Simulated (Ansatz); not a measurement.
Si: pressure series

The parent structure is Si in the diamond structure (space group Fd-3m, No. 227; a = 5.4021 Å).

Cell and atoms are relaxed at each pressure.

The values are results of Kohn–Sham DFT with the LDA functional, run in Ansatz (a quantum-chemistry and plane-wave program) with PAW and 420 eV plane waves, without spin-orbit coupling, not measurements.

Notes on the quantities. hole mass: degenerate bands, along [100].

```csv
change,band gap,shortest interatomic distance,smallest direct gap,hole mass
base,0.45 eV,2.339 Å,2.53 eV,"0.17, 0.26, 0.26 mₑ (at Γ)"
pressure −2 GPa,0.48 eV,2.356 Å,2.52 eV,"0.16, 0.26, 0.26 mₑ (at Γ)"
pressure −1 GPa,0.46 eV,2.347 Å,2.53 eV,"0.16, 0.26, 0.26 mₑ (at Γ)"
pressure 0.9 GPa,0.43 eV,…,2.54 eV,"0.17, 0.26, 0.26 mₑ (at Γ)"
pressure 2.1 GPa,…,2.323 Å,2.54 eV,"0.18, 0.26, 0.26 mₑ (at Γ)"
pressure 4.5 GPa,0.37 eV,2.306 Å,2.55 eV,"0.19, 0.25, 0.25 mₑ (at Γ)"
pressure 9 GPa,0.30 eV,2.278 Å,2.56 eV,"0.20, 0.25, 0.25 mₑ (at Γ)"
pressure 15 GPa,0.21 eV,2.247 Å,2.57 eV,"0.22, 0.24, 0.24 mₑ (at Γ)"
pressure 22.5 GPa,…,2.213 Å,2.58 eV,0.23 mₑ (at Γ)
pressure 30 GPa,zero,2.185 Å,–,–
```

Question: Some entries are withheld; estimate them.

Answer: 
- pressure 0.9 GPa, shortest interatomic distance: 2.332 Å
- pressure 2.1 GPa, band gap: 0.41 eV
- pressure 22.5 GPa, band gap: 0.11 eV

Load acts through the strain it causes; cell and atoms are relaxed under it. Effective masses come from finite differences of ±0.01 Å⁻¹. No phonon test of stability was made. Measured, Si leaves this structure (for the β-tin structure) near 12 GPa (room temperature; as listed in arXiv:1906.07825). Gaps under 0.05 eV, about the width of the smearing, are given as zero. The zero or small gap of Si under pressure 9 GPa, Si under pressure 15 GPa, Si under pressure 22.5 GPa and Si under pressure 30 GPa can change with the level of theory.
